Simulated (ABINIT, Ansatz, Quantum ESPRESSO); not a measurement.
PbTe (Fm-3m, 2 atoms in the cell) computed with different codes at matched settings

Self-consistent single point.

```
CELL_PARAMETERS angstrom
      0.00000     3.18866     3.18866
      3.18866     0.00000     3.18866
      3.18866     3.18866     0.00000
ATOMIC_POSITIONS crystal
  Te 0.50000 0.50000 0.50000
  Pb 0.00000 0.00000 0.00000
```

Shared settings, as Ansatz (a quantum-chemistry and plane-wave program) writes them: kpoints.mp_grid.grid = 5 5 5; magnetization.spin_orbit = true; scf.occupations.method = fermi_dirac; scf.occupations.width = 0.01 eV. Potentials and cutoffs stand in the table.

```csv
code,model,pressure (GPa),cutoff
ABINIT,"PBE, spin-orbit coupling, PAW (JTH v2.0 PBE PAW)",3.67,20 Ha
Quantum ESPRESSO,"PBE, spin-orbit coupling, PSlibrary fully relativistic ultrasoft (PBE) pseudopotentials",3.37,55 Ry
Ansatz,"PBE with spin-orbit coupling, PAW files",3.80,default
```

The spread over the programs that give each value: pressure within 0.43 GPa.

Ansatz's pressure is given at a fixed set of plane waves, as the other plane-wave codes print theirs; with its correction for the finite basis it is 3.86 GPa.

This mesh misses zone-boundary points where a band edge of such crystals can lie, so no gaps are given.

The starting cell has typed, rounded lattice constants, without a prior relaxation at this level. Its lattice was rescaled by a random factor within 2.5 % of one.

Left out of this page: Elk and FLEUR (with a known weakness of the program); SIESTA (not drawn, or without a comparable value).

Keys are those of Ansatz 0.2.
